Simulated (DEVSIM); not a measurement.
System: double heterostructure, In0.53Ga0.47As between p- and n-type In0.52Al0.48As, at 300 K.

Layer 1 from the left is In0.52Al0.48As, thickness (μm) 0.400, Na (cm⁻³) 6.2e17, τn (s) 2.8e-8, τp (s) 2.8e-8. Layer 2 from the left is In0.53Ga0.47As, thickness (μm) 0.300, Nd (cm⁻³) 3.7e14, τn (s) 2.8e-8, τp (s) 2.8e-8. Layer 3 from the left is In0.52Al0.48As, thickness (μm) 0.800, Nd (cm⁻³) 1.8e17, τn (s) 2.8e-8, τp (s) 2.8e-8.

Left contact: ohmic. Right contact: ohmic. Voltage is applied to the left contact. Recombination: SRH at mid-gap, radiative, Auger. Mobility is constant in doping.

Constants are typed, rounded textbook-type inputs, not results; the design itself was drawn at random and stands for no fabricated device. Values at 300 K.

In0.52Al0.48As: gap (eV) 1.45, affinity (eV) 4, permittivity 12.5, Nc (cm⁻³) 5.1e17, Nv (cm⁻³) 1.1e19, μn (cm²/Vs) 4000, μp (cm²/Vs) 75, B (cm³/s) 1e-10, Cn (cm⁶/s) 1e-30, Cp (cm⁶/s) 1e-30. In0.53Ga0.47As: gap (eV) 0.74, affinity (eV) 4.51, permittivity 13.9, Nc (cm⁻³) 2.1e17, Nv (cm⁻³) 7.7e18, μn (cm²/Vs) 12000, μp (cm²/Vs) 300, B (cm³/s) 9.6e-11, Cn (cm⁶/s) 5e-29, Cp (cm⁶/s) 5e-29.

DEVSIM, 1D drift-diffusion, Boltzmann statistics, complete ionisation; no tunnelling, impact ionisation, image-force lowering or self-heating. Band offsets follow the typed affinities; no thermionic-emission limit at abrupt steps, no polarisation charge.

Problem. What does the simulation give for the dark forward voltage at 100 A/cm², the dark forward voltage at 1 A/cm²?

Solution. dark forward voltage at 100 A/cm² 0.788 V; dark forward voltage at 1 A/cm² 0.519 V.
